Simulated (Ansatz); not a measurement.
An Ansatz (an electronic-structure program) run: Pd with a change (isotropic strain −1.00 %); Ansatz PBE, no spin-orbit coupling.

Input:

Ansatz 0.2 input:
```yaml
crystal:
  lattice:
    - [0, 1.9530179166, 1.9530179166]
    - [1.9530179166, 0, 1.9530179166]
    - [1.9530179166, 1.9530179166, 0]
  atoms:
    - { symbol: Pd, position: [0, 0, 0] }
basis: { ecutwfc: 420, ecutrho_ratio: 4, xc_grid: 2, fft_grid_basis: typed }
kpoints: { mp_grid: { grid: [29, 29, 29] } }
hamiltonian:
  xc: pbe
  dispersion: none
  pseudopotentials: { kind: paw }
scf: { occupations: { method: fermi_dirac, width: 0.1 }, convergence: { dr2_threshold: 0.0000000001 } }
relax: { f_tol: 0.005, max_steps: 50 }
output: { forces: true, stress: true }
checkpoint: { write: state.ck, write_every: 1000 }
```

Output (explanatory and most iteration lines left out):

```
Relaxation: its limit of steps is 50 (relax.max_steps)
Pseudopotential: Pd, paw, valence charge 18
Crystal: 1 atoms, lattice volume = 14.899 Å³
Basis set: ecut = 420 eV, 283 PW (Γ), exchange–correlation on 40×40×40 points (8 copies of the dense FFT grid, shifted against one another)
Bands: 13, of which v1, the nominal top of the filled ones, is band 9 counted from 1 (8 counted from 0)
Symmetry: 48 space group operations
Space group: Fm-3m (ITA 225), of the structure as read, at distance tolerance 2.5e-5 Å
k-points: 680 of 24389
Functional: x = pbe(κ = 0.804, μ = 0.2195149727645171), c = pbe(β = 0.06672455060314922)
SCF iter   1: F=—  HF=-6972.878303 eV  |F-HF|=—  |Δ(HF+E_count)|=         —  Δρ=3.46e-3  dr2=1.37e-3  ethr=1.77e-3  ⟨swp⟩=5.0  Hψ=51306  notcnv=0
SCF iter   2: F=—  HF=-6972.878064 eV  |F-HF|=—  |Δ(HF+E_count)|=   2.39e-4  Δρ=1.41e-3  dr2=1.39e-4  ethr=7.64e-6  ⟨swp⟩=1.2  Hψ=14451  notcnv=0
SCF 1 converged in 6 iterations: F = -6972.878164 eV  dr2 = 9.69e-12
relax step   1: F+E_penalty+E_count = -6972.87816406 eV  Δ(F+E_penalty+E_count) = +0.000e0 eV  max|allowed force component| = 0.000e0 eV/Å  Δτ_max = 0.0000 Å  (6 SCF iters, accepted)
SCF converged after 6 iterations
Free energy (F): -6972.878164 eV
Internal energy: -6972.814830 eV  (E = F + TS)
E sigma→0 (E₀):  -6972.846497 eV
Entropy (-TS):   -0.063334 eV (-63.334 meV/atom)
Fermi energy:    19.579849 eV
--- Forces (eV/Å), atoms counted from 1 ---
  atom   1  Pd    -0.00000000    -0.00000000     0.00000000
--- Stress (GPa, compression-positive) ---
        5.447784      -0.000000      -0.000000
        0.000000       5.447784       0.000000
        0.000000      -0.000000       5.447784
  P = ⅓ Tr σ = 5.4478 GPa (54.478 kbar)
--- Relaxed structure (1 steps of the walk, 1 accepted, 0 SCFs on fresh bases) ---
  atoms:
    - { symbol: Pd, position: [0.0, 0.0, 0.0] }
```

Whether these cells are dynamically stable was not tested. The final runs are not spin-polarised. The cell was made from Pd in the fcc (Cu type) structure (space group Fm-3m, No. 225) by this change: isotropic strain −1.00 %.
